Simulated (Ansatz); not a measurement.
Consider this model of amorphous In$_{9}$Ga$_{9}$Zn$_{9}$O$_{38}$Sn.

```xyz
66
Lattice="9.2875 0.1173 -0.2036 0.1173 9.3571 -0.1937 -0.2036 -0.1937 9.6299" Properties=species:S:1:pos:R:3 pbc="T T T"
In     3.9604     5.3360     0.9900
In     7.9884     8.1887     8.0332
In     4.3204     8.0584     9.1242
In     3.5659     8.9029     2.5004
In     6.2617     4.0622     3.0343
In     0.6642     1.6648     2.7532
In     1.3181     0.6115     9.0455
In     1.5015     7.0780     6.7981
In     7.9186     5.1834     6.0647
Ga     0.1267     5.1398     2.4561
Ga     5.7344     1.0199     7.4850
Ga     7.1740     8.8831     1.6681
Ga     7.1289     1.2424     4.3144
Ga     1.1600     7.4832     0.9637
Ga     4.7506     5.6446     7.4680
Ga     1.5648     4.7267     4.8934
Ga     8.0439     2.0934     0.0350
Ga     4.1244     6.2179     4.5249
Zn     7.3748     5.7391     0.0898
Zn     3.0423     0.2544     5.5748
Zn     8.8242     7.4941     4.0845
Zn     5.0758     3.1317     5.5734
Zn     3.3048     2.7630     7.8082
Zn     3.3978     2.9454     3.2963
Zn     0.1451     1.2234     6.4401
Zn     6.1109     8.1715     5.3694
Zn     4.8681     1.8174     0.7578
O      1.2975     2.3633     7.6371
O      4.9778     5.7982     2.8999
O      3.4966     4.2047     4.8195
O      3.4282     6.9257     7.5893
O      2.6303     1.1958     3.7543
O      7.9267     1.2113     1.7078
O      6.8588     0.5900     6.0439
O      3.4062     0.7228     9.1477
O      1.3607     3.7506     3.1623
O      8.5118     0.8385     8.2120
O      2.7147     4.1318     9.1170
O      7.2897     8.6636     3.5245
O      0.9339     4.9314     6.7525
O      4.8945     3.8733     7.3694
O      4.2984     8.2382     4.3886
O      8.9800     5.4453     4.1740
O      3.1472     7.3202     1.1024
O      8.9379     1.6299     4.4040
O      1.4939     0.0936     1.5236
O      7.7224     4.5845     1.6541
O      6.1055     1.9722     9.0558
O      0.4466     2.6951     0.5794
O      5.2841     6.0032     9.3064
O      0.8060     5.5628     0.7002
O      5.6254     6.2722     5.8336
O      2.2713     6.4881     4.8493
O      6.8899     3.7236     5.0477
O      8.4395     7.3130     6.1336
O      5.3399     9.2471     1.2910
O      4.2247     1.5061     6.5068
O      1.6219     9.1587     6.4427
O      0.5060     7.0783     2.6590
O      8.0340     4.6573     8.1453
O      5.9044     8.5498     7.7687
O      7.8688     7.7199     0.4062
O      0.7980     7.7626     8.7525
O      5.6301     2.0362     3.6165
O      4.4919     3.4108     1.7298
Sn     0.7273     4.0414     8.7662
```

Calculation: PBE, scalar-relativistic without spin-orbit coupling (plane waves to 420 eV, PAW; Ansatz, a quantum-chemistry and plane-wave program).

The cell was made by melting and quenching with the CHGNet potential and then relaxed with DFT. O atoms were pushed apart under 1.9 Å during the dynamics, to hinder bonds among them. The hot cell started wider than the set density and was brought back towards it in steps. It is the lowest in DFT energy of 2 quenches. It is a model cell: composition and starting density were chosen by hand, and all elements were melted together. No dispersion term was used. Its density started from a set value of 5.91 and ended at 5.91 g/cm³. Cooling (nominally 210 K/ps over its main leg) ran many orders faster than in experiment, which tends to leave more defects and strain. Values belong to this one cell and scatter from quench to quench. The volume was held where the preparation left it and the shape relaxed, at a PBE pressure of 2.2 GPa. Stress components on the final sampling reach 2.3 GPa.

Cut-offs for bonds: In-In 3.12 Å, In-Ga 2.90 Å, In-Zn 2.90 Å, In-O 2.70 Å, In-Sn 3.09 Å, Ga-Ga 2.68 Å, Ga-Zn 2.68 Å, Ga-O 2.28 Å, Ga-Sn 2.87 Å, Zn-Zn 2.68 Å, Zn-O 2.56 Å, Zn-Sn 2.87 Å, O-O 1.58 Å, O-Sn 2.46 Å, Sn-Sn 3.06 Å. Two cations that share two anions don't count as bonded, nor two that share one unless they lie closer than In-In 3.04 Å, In-Ga 2.82 Å, In-Zn 2.82 Å, In-Sn 3.01 Å, Ga-Ga 2.61 Å, Ga-Zn 2.61 Å, Ga-Sn 2.79 Å, Zn-Zn 2.61 Å, Zn-Sn 2.79 Å, Sn-Sn 2.97 Å.

Give the coordination numbers, mean bond lengths and angles.


The mean coordination of In by anions is 5.67 (4 with 5, 4 with 6, 1 with 7). The mean coordination of Ga by anions comes out as 4.44 (5 with 4, 4 with 5), the mean coordination of Zn by anions comes out as 4.44 (5 with 4, 4 with 5) and the mean coordination of O is 3.61 (15 with 3, 23 with 4). The mean coordination of Sn by anions comes out as 6.00 (1 with 6) and the mean In-O bond comes out as 2.209 Å (spread 0.112 Å, 51 counted). The mean Ga-O bond comes out as 1.928 Å (spread 0.073 Å, 40 counted), the mean Zn-O bond is 2.060 Å (spread 0.138 Å, 40 counted) and the mean O-Sn bond comes out as 2.106 Å (spread 0.065 Å, 6 counted). The bond angle at In is mean 104.4°, spread 28.9°, the bond angle at Ga is mean 107.7°, spread 22.7° and the bond angle at Zn comes out as mean 107.6°, spread 24.1°. The bond angle at O is mean 110.1°, spread 17.8° and the bond angle at Sn is mean 104.7°, spread 29.5°.

List the pairs of like atoms that count as bonded by the rules above.

There are none by these rules.
